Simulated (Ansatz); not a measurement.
Consider Sr in the fcc (Cu type) structure (space group Fm-3m, No. 225; a = 5.9225 Å). Axes: x, y, z lie along the cube axes.

The values are results of PBEsol, PAW, 420 eV (Ansatz, an electronic-structure program; no SOC), not measurements.

Strains are applied to the cell and any free atomic positions relax; under biaxial strain the out-of-plane vector relaxes too.

One change was made to it. Results:

```csv
quantity,base,after
energy relative to the base (free energy F),0 meV/atom,+4.7 meV/atom
shortest interatomic distance,4.188 Å,4.101 Å
"pressure (mean of the normal stresses, compression positive)",0.0 GPa,0.5 GPa
```

Which change produced these results?
A) biaxial strain +1.67 %, plane normal [111], relaxed out of plane
B) biaxial strain −2.50 %, plane normal [111], relaxed out of plane
C) biaxial strain −2.08 %, plane normal [111], relaxed out of plane
D) biaxial strain −1.25 %, plane normal [111], relaxed out of plane

C, biaxial strain −2.08 %, plane normal [111], relaxed out of plane. For comparison, the energy relative to the base in the other runs: biaxial strain +1.67 %, plane normal [111], relaxed out of plane gives +2.7 meV/atom; biaxial strain −1.25 %, plane normal [111], relaxed out of plane gives +1.7 meV/atom; biaxial strain −2.50 %, plane normal [111], relaxed out of plane gives +6.9 meV/atom.

Stability against distortions was not tested.
